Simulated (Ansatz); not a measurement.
WRu3 (model structure, started from the Cu3Au type, Pm-3m, No. 221, 4 atoms in the cell)

Calculation: LDA (Ansatz, a first-principles code, plane waves, PAW).

Numerical settings: plane-wave cutoff 520 eV, 14×14×14 k mesh, Fermi–Dirac smearing 0.05 eV, no spin polarisation, scalar-relativistic PAW data made under PBE.

Cell (relaxed at this level):

Ru$_{3}$W is modelled in the cubic space group Pm-3m (No. 221), the Cu3Au type structure, Pearson symbol cP4. Cell: a = b = c = 3.795 Å, α = β = γ = 90.00°. Ru on 3c is surrounded by 8 Ru at 2.683 Å and 4 W at 2.683 Å (cuboctahedral). W on 1a sees 12 Ru at 2.683 Å (cuboctahedral). (Neighbours: up to the widest gap in distance over summed covalent radii, below 1.35, at either atom.)

```
Property       Result
------------  -------
bulk modulus  357 GPa
```

Note: the run has no spin polarisation, so it can have missed a magnetic state; the bulk modulus is −V dP/dV from two relaxed cells at ±2 % in volume; the relaxation could raise the start's symmetry but not lower it, so the cell can be a saddle point.

Spin–orbit coupling is not included.

Static lattice: no zero-point or thermal effects.

Cost on a shared machine: around 30 core-seconds (rough).

A model structure was made by putting elements into a prototype or built by hand; it is no filed structure, need not be a known phase, and can be a saddle point held by its symmetry.
